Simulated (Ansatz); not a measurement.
## GaAs: response to strain

Take GaAs in the zinc blende structure (space group F-43m, No. 216; a = 5.6594 Å) as the base. Axes: x, y, z lie along the cube axes.

Strains are applied to the cell and any free atomic positions relax; under biaxial strain the out-of-plane vector relaxes too; under stress the whole cell relaxes.

Method: PBEsol, PAW, 420 eV (Ansatz, a program for electronic structure; no spin-orbit coupling), earlier PAW set.

Notes on the quantities. energy relative to the base: free energy F; pressure: mean of the normal stresses, compression positive.

```tsv
case	energy relative to the base	pressure	band gap	volume per atom
base	0 meV/atom	0.00 GPa	0.42 eV	22.66 Å³
biaxial strain −1.02 %, plane normal [001], relaxed out of plane	+1.7 meV/atom	0.81 GPa	0.47 eV	22.40 Å³
uniaxial strain ε_xx = −3.91 %	[?]	3.00 GPa	[?]	21.77 Å³
uniaxial strain ε_xx = −1.97 %	+3.1 meV/atom	1.44 GPa	0.49 eV	22.21 Å³
uniaxial stress, 3 GPa tension along z	+7.5 meV/atom	–	[?]	[?]
```

Task: Complete the table.

Result: 
- uniaxial strain ε_xx = −3.91 %, energy relative to the base: +12 meV/atom
- uniaxial strain ε_xx = −3.91 %, band gap: 0.56 eV
- uniaxial stress, 3 GPa tension along z, band gap: 0.21 eV
- uniaxial stress, 3 GPa tension along z, volume per atom: 22.99 Å³

Beyond what the load breaks, stability against distortions was not tested. A zero or small gap of GaAs under uniaxial stress, 3 GPa tension along z can be the functional's error rather than a property of the material.
